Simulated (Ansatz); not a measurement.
Start from MgZn$_{2}$ (space group P6_3/mmc, No. 194; a = 5.135 Å, c = 8.338 Å). Axes: x lies along a and z along c of the hexagonal cell.

All numbers come from PBEsol/PAW in Ansatz (a first-principles code), spin-orbit coupling left out.

Strains are applied to the cell and any free atomic positions relax; under biaxial strain the out-of-plane vector relaxes too; under stress the whole cell relaxes.

One change was made to it. Results:

The volume per atom drops by 0.13 Å³, from 15.87 Å³ to 15.74 Å³; the band gap stays zero.

Q: Name the change that was made.
A) uniaxial stress, 3 GPa tension along z
B) isotropic strain −2.20 %
C) biaxial strain −0.50 %, plane normal [001], relaxed out of plane
D) biaxial strain −1.76 %, plane normal [001], relaxed out of plane

A: C, biaxial strain −0.50 %, plane normal [001], relaxed out of plane. For comparison, the volume per atom in the other runs: isotropic strain −2.20 % gives 14.84 Å³; biaxial strain −1.76 %, plane normal [001], relaxed out of plane gives 15.44 Å³; uniaxial stress, 3 GPa tension along z gives 16.10 Å³.

Without a gap, meshes like the base's 9×9×5 leave anisotropic stresses uncertain by several tenths of a GPa, and small strain energies with them. Beyond what the load breaks, stability against distortions was not tested.
